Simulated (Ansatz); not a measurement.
**Al (model structure, P6/mmm, No. 191, 7 atoms in the cell): properties by level of theory**

```
level (code)     lattice constant a (Å)  c axis length (Å)  cohesive energy (eV/atom)
---------------  ----------------------  -----------------  -------------------------
LDA (Ansatz)                        [?]              5.021                        [?]
PBE (Ansatz)                      5.236                [?]                       3.32
PBEsol (Ansatz)                     [?]                [?]                        [?]
r²SCAN (Ansatz)                   5.172                [?]                        [?]
```

Question: Some entries are withheld; supply them.

Answer: 
- LDA (Ansatz, a quantum-chemistry and plane-wave program), lattice constant a (Å): 5.162
- LDA (Ansatz), cohesive energy (eV/atom): 3.88
- PBE (Ansatz), c axis length (Å): 5.094
- PBEsol (Ansatz), lattice constant a (Å): 5.199
- PBEsol (Ansatz), c axis length (Å): 5.062
- PBEsol (Ansatz), cohesive energy (eV/atom): 3.69
- r²SCAN (Ansatz), c axis length (Å): 5.027
- r²SCAN (Ansatz), cohesive energy (eV/atom): 3.46

Ansatz's density-functional and Hartree–Fock values are scalar-relativistic unless marked +SOC, with PAW data made under PBE.

Free atoms are spin-polarised, in the lowest state found; at levels without +SOC their spin–orbit coupling is left out.

Computed values are for the static lattice.

A model structure was made by putting elements into a prototype or built by hand; it is no filed structure, need not be a known phase, and can be a saddle point held by its symmetry.
